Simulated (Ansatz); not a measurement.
## W: response to strain

Start from W in the bcc (W type) structure (space group Im-3m, No. 229; a = 3.169 Å). Axes: x, y, z lie along the cube axes.

Strains are applied to the cell and any free atomic positions relax; under biaxial strain the out-of-plane vector relaxes too; under stress the whole cell relaxes.

The values are results of plane-wave PAW DFT at the r2SCAN level (Ansatz, a quantum-chemistry and plane-wave program, 500 eV), no spin-orbit coupling, not measurements.

Notes on the quantities. energy relative to the base: free energy F; pressure: mean of the normal stresses, compression positive.

```json
[
 {"case": "base", "energy relative to the base": "0 meV/atom", "pressure": "0.0 GPa", "space group": "Im-3m (No. 229)"},
 {"case": "biaxial strain −1.75 %, plane normal [001], relaxed out of plane", "energy relative to the base": "+18 meV/atom", "pressure": "7.2 GPa", "space group": "I4/mmm (No. 139)"},
 {"case": "biaxial strain −0.43 %, plane normal [001], relaxed out of plane", "energy relative to the base": "+1.1 meV/atom", "pressure": "1.7 GPa", "space group": "I4/mmm (No. 139)"},
 {"case": "biaxial strain +0.25 %, plane normal [001], relaxed out of plane", "energy relative to the base": "+0.4 meV/atom", "pressure": "-1.0 GPa", "space group": "I4/mmm (No. 139)"},
 {"case": "isotropic strain −2.19 %", "energy relative to the base": "+73 meV/atom", "pressure": "24.2 GPa", "space group": "Im-3m (No. 229)"},
 {"case": "isotropic strain −0.74 %", "energy relative to the base": "+7.9 meV/atom", "pressure": "7.4 GPa", "space group": "Im-3m (No. 229)"},
 {"case": "isotropic strain −0.70 %", "energy relative to the base": "+7.1 meV/atom", "pressure": "7.0 GPa", "space group": "Im-3m (No. 229)"},
 {"case": "uniaxial strain ε_yy = +5.82 %", "energy relative to the base": "+81 meV/atom", "pressure": "-15.7 GPa", "space group": "I4/mmm (No. 139)"},
 {"case": "uniaxial stress, 8 GPa compression along z", "energy relative to the base": "+7.1 meV/atom", "pressure": "–", "space group": "I4/mmm (No. 139)"},
 {"case": "tensor shear ε_xz = +0.39 %", "energy relative to the base": "+0.4 meV/atom", "pressure": "0.0 GPa", "space group": "Fmmm (No. 69)"}
]
```

Without a gap, meshes like the base's 21×21×21 leave anisotropic stresses uncertain by several tenths of a GPa, and small strain energies with them. Beyond what the load breaks, stability against distortions was not tested. All final runs are without spin polarisation.
